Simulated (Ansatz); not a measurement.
Ta (Fm-3m, No. 225, 1 atom in the cell; start COD 1534932; another form than the element's usual one) was calculated with LDA (plane waves, PAW; Ansatz, an electronic-structure program).

Run with plane-wave cutoff 520 eV, 22×22×22 k mesh, Fermi–Dirac smearing 0.05 eV, scalar-relativistic PAW data made under PBE.

Cell (relaxed at this level):

```xyz
1
Lattice="0.0000 2.0703 2.0703 2.0703 0.0000 2.0703 2.0703 2.0703 0.0000" Properties=species:S:1:pos:R:3 pbc="T T T"
Ta     0.0000     0.0000     0.0000
```

Question: Estimate the bulk modulus that the calculation returns.

Answer: 
bulk modulus: 211 GPa

The run finds no gap.

Note: the bulk modulus is −V dP/dV from two relaxed cells at ±2 % in volume; the relaxation could not lower the start's symmetry, so the cell can be a saddle point above a distorted one.

Spin–orbit coupling is not included.

Computed values are for the static lattice.

It cost very roughly 26 core-seconds of CPU time.
